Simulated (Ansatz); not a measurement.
Consider a periodic stack without vacuum, bcc W (1 1 1) on zinc-blende InSb (1 1 1) (film strained to the substrate, faces as cut): substrate slab In4Sb4, film W10, surface cells [[0, -1], [1, -1]] and [[1, -1], [1, 0]], film strained by +4.2 and +4.2 %, faces Sb/In and W/W as cut (like faces can put a slab off its formula). Its start:

```yaml
crystal:
  lattice:
    - [4.69342, 0.00000, -0.03695]
    - [2.34671, 4.06463, -0.03576]
    - [-1.41387, 1.93814, 24.42676]
  atoms:
    - { symbol: In, position: [0.94003, 0.02224, 0.13416] }
    - { symbol: In, position: [0.32579, 0.26296, 0.28941] }
    - { symbol: In, position: [0.77250, 0.51005, 0.44735] }
    - { symbol: In, position: [0.96849, 0.85951, 0.60146] }
    - { symbol: Sb, position: [0.56008, 0.99097, 0.00578] }
    - { symbol: Sb, position: [0.28953, 0.33970, 0.17088] }
    - { symbol: Sb, position: [0.68223, 0.57964, 0.32877] }
    - { symbol: Sb, position: [0.13176, 0.82486, 0.48750] }
    - { symbol: W, position: [0.35577, 0.15687, 0.67711] }
    - { symbol: W, position: [0.67229, 0.50091, 0.65015] }
    - { symbol: W, position: [0.73620, 0.45616, 0.75148] }
    - { symbol: W, position: [0.04708, 0.80598, 0.71458] }
    - { symbol: W, position: [0.11718, 0.75462, 0.82322] }
    - { symbol: W, position: [0.42654, 0.10599, 0.78631] }
    - { symbol: W, position: [0.49337, 0.05392, 0.89508] }
    - { symbol: W, position: [0.80553, 0.40534, 0.85875] }
    - { symbol: W, position: [0.86966, 0.34883, 0.96087] }
    - { symbol: W, position: [0.18091, 0.70521, 0.93226] }
```

The start was prepared with a machine-learned potential, and the result is one local minimum, with the in-plane cell held and forces under 0.04 eV/Å; the film can end far from its bulk form.

Calculation: PBE (plane waves to 420 eV, PAW; Ansatz, a first-principles code). No spin–orbit coupling; the runs are not spin-polarised. Its k-point mesh 8×8×1, Fermi–Dirac width 0.05 eV.

### Question
Predict the relaxed interface.

### Answer
| Quantity | Value |
|---|---|
| interface area | 19.1 Å² |
| period | 23.73 Å |
| gaps between the outermost planes at the two interfaces | 1.34 and 1.04 Å |
| In–W contacts across the interfaces within 1.22 times the sum of covalent radii | 8, mean 3.12 Å |
| Sb–W contacts across the interfaces within 1.22 times the sum of covalent radii | 7, mean 3.04 Å |
